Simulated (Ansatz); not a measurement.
The starting structures come from a database of crystals and need not be the phases stable at ambient conditions.

By PBEsol, the system below comes out a metal.

A figure of merit of an interconnect metal is its ballistic conductance per area.

Data:

```
Mo3Si2
1.0
    3.29676     0.00000     0.00000
    0.00000     6.63320     0.00000
    0.00000     0.00000     6.63320
Si Mo
4 6
Direct
  0.00000   0.63424   0.13424
  0.00000   0.36576   0.86576
  0.00000   0.13424   0.36576
  0.00000   0.86576   0.63424
  0.00000   0.50000   0.50000
  0.00000   0.00000   0.00000
  0.50000   0.16126   0.66126
  0.50000   0.83874   0.33874
  0.50000   0.66126   0.83874
  0.50000   0.33874   0.16126
```

The cell is taken as given; by PBEsol it stands under a pressure of -6.9 GPa.

The current flows along the normal of the first two printed cell vectors, the (100) plane of the conventional cell. No spin-orbit coupling; the value is a mean over 0.1 eV about the Fermi level.

Question: Predict the ballistic conductance per area from PBEsol (Ansatz, a quantum-chemistry and plane-wave program).

Answer: 0.67 × 10¹⁵ S/m² for both spins.
